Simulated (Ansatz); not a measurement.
Y (model structure, started from the diamond type, Fd-3m, No. 227, 2 atoms in the cell), treated with LDA (Ansatz, a program for electronic structure, plane waves, PAW).

Settings: plane-wave cutoff 520 eV, 14×14×14 k mesh, Fermi–Dirac smearing 0.05 eV, scalar-relativistic PAW data made under PBE.

Cell (relaxed at this level):

Y is taken in the cubic space group Fd-3m, origin choice 1 (No. 227), the diamond structure, Pearson symbol cF8. Conventional cell: a = b = c = 6.6184 Å, α = β = γ = 90.00°. Y on 8b sees 4 Y at 2.866 Å (tetrahedral). (Neighbours: up to the widest gap in distance over summed covalent radii, below 1.35, at either atom.)
(The calculation used a cell of 2 atoms; values per cell refer to that cell.)

Question: Estimate the bulk modulus B0 that the calculation returns.

Answer: 
bulk modulus B0: 10.4 GPa

The run finds no gap.

Note: the bulk modulus is −V dP/dV from two relaxed cells at ±2 % in volume; the relaxation could raise the start's symmetry but not lower it, so the cell can be a saddle point.

Computed values are for the static lattice.

A model structure was made by putting elements into a prototype or built by hand; it is no filed structure, need not be a known phase, and can be a saddle point held by its symmetry.
